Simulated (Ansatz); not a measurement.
Faces of MnP-type NiSi in 1x1 cells, as slabs relaxed from ideal cuts; for each face the lowest of the symmetric, stoichiometric cuts and spin starts that were computed. The slabs keep the symmetry of their cuts; real faces may buckle, or reconstruct in larger cells. No spin-orbit coupling, no Hubbard U.

Calculation: PBE (plane waves to 420 eV, PAW; Ansatz, a first-principles code).

```
face   cell area (Å²)  outermost plane spacing of the ideal cut (Å)  γ unrelaxed (J/m²)  γ relaxed (J/m²)  work function, top face (eV)
-----  --------------  --------------------------------------------  ------------------  ----------------  ----------------------------
(001)           17.41                                          0.59                1.97              1.86                          4.47
(010)           29.08                                          1.68                1.93              1.83                          4.75
(011)           33.89                                          0.78                1.70                 …                          4.69
(100)           18.90                                          0.89                2.19              2.10                          4.85
(101)           25.69                                          0.64                1.86              1.80                          4.96
(110)           34.68                                          0.48                2.15              1.83                             …
(111)           38.80                                          0.74                1.86                 …                          4.69
```

Q: Fill in the missing entries.

A: 
- (011), γ relaxed (J/m²): 1.56
- (110), work function, top face (eV): 4.68
- (111), γ relaxed (J/m²): 1.62
